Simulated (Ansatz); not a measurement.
The reference is TaSi$_{2}$ (space group P6_222, No. 180).

```yaml
crystal:
  lattice:
    - [4.77601, 0.00000, 0.00000]
    - [-2.38801, 4.13615, 0.00000]
    - [0.00000, 0.00000, 6.56281]
  atoms:
    - { symbol: Ta, position: [0.50000, 0.00000, 0.00000] }
    - { symbol: Ta, position: [0.50000, 0.50000, 0.33333] }
    - { symbol: Ta, position: [0.00000, 0.50000, 0.66667] }
    - { symbol: Si, position: [0.15842, 0.31685, 0.00000] }
    - { symbol: Si, position: [0.84158, 0.15842, 0.33333] }
    - { symbol: Si, position: [0.68315, 0.84158, 0.66667] }
    - { symbol: Si, position: [0.84158, 0.68315, 0.00000] }
    - { symbol: Si, position: [0.15842, 0.84158, 0.33333] }
    - { symbol: Si, position: [0.31685, 0.15842, 0.66667] }
```

Calculations: r2SCAN in Ansatz (plane waves to 500 eV, PAW, without spin-orbit coupling).

Before the change:

```
Property      Result
--------  ----------
Density   9.11 g/cm³
```

Modification: every Ta is replaced by W, then cell and atoms are relaxed.

Problem. What happens to the electron mass and density?

Solution. The electron mass comes out as 0.46 mₑ along k, 0.32 mₑ across (at M); the density grows by 0.85 g/cm³, from 9.11 g/cm³ to 9.96 g/cm³.

Spin-orbit coupling, missing from the scalar runs, can matter with W. The levels and masses belong to the bands next to the band gap. Masses are band curvatures over ±0.01 Å⁻¹ around the edge. Along k means along the line from Γ to the band edge. Whether these cells are dynamically stable was not tested. For WSi2 in this form, whether it has been made was not checked. All final runs are without spin polarisation. An odd electron count without spin: TaSi2.

Ansatz is a program for electronic structure.
